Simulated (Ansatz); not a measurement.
Cu3N: response to strain

Base system: Cu$_{3}$N (space group Pm-3m, No. 221; a = 3.721 Å). Axes: x, y, z lie along the cube axes.

Strains are applied to the cell and any free atomic positions relax; under biaxial strain the out-of-plane vector relaxes too.

Level of theory: Ansatz (a program for electronic structure) LDA, no spin-orbit coupling.

Notes on the quantities. energy relative to the base: free energy F; pressure: mean of the normal stresses, compression positive.

| change | volume per atom | energy relative to the base | pressure |
|---|---|---|---|
| base | 12.88 Å³ | 0 meV/atom | 0.0 GPa |
| biaxial strain +0.60 %, plane normal [001], relaxed out of plane | ___ | +1.0 meV/atom | -1.4 GPa |
| biaxial strain +1.20 %, plane normal [001], relaxed out of plane | 13.12 Å³ | ___ | ___ |
| biaxial strain +1.80 %, plane normal [001], relaxed out of plane | 13.25 Å³ | +8.6 meV/atom | -3.8 GPa |

Question: Some entries are withheld; estimate them.

Answer: 
- biaxial strain +0.60 %, plane normal [001], relaxed out of plane, volume per atom: 13.00 Å³
- biaxial strain +1.20 %, plane normal [001], relaxed out of plane, energy relative to the base: +3.9 meV/atom
- biaxial strain +1.20 %, plane normal [001], relaxed out of plane, pressure: -2.6 GPa

Whether these cells are dynamically stable was not tested. All final runs are without spin polarisation.
